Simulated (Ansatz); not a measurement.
Take WC (space group P-6m2, No. 187; a = 2.8991 Å, c = 2.8268 Å; relaxed with 0.1 eV smearing) as the base.

Method: DFT with PBEsol, PAW potentials and a 420 eV plane-wave cutoff in Ansatz (an electronic-structure program), no spin-orbit coupling.

Base values:

* **Pressure**: 0.0 GPa
* **Band gap**: zero

It is then changed as follows: every lattice vector is shortened by 2.00 %; the atoms relax in the strained cell.

Question: What happens to the energy relative to the base?

Answer: The energy increases by 51 meV/atom.

Question: What does the calculation give for the pressure after the change?

Answer: The pressure (mean of the normal stresses, compression positive) goes from zero to 28.2 GPa.

Question: Estimate the effect on the band gap.

Answer: The band gap is still zero.

No phonon test of stability was made. The final runs are not spin-polarised.
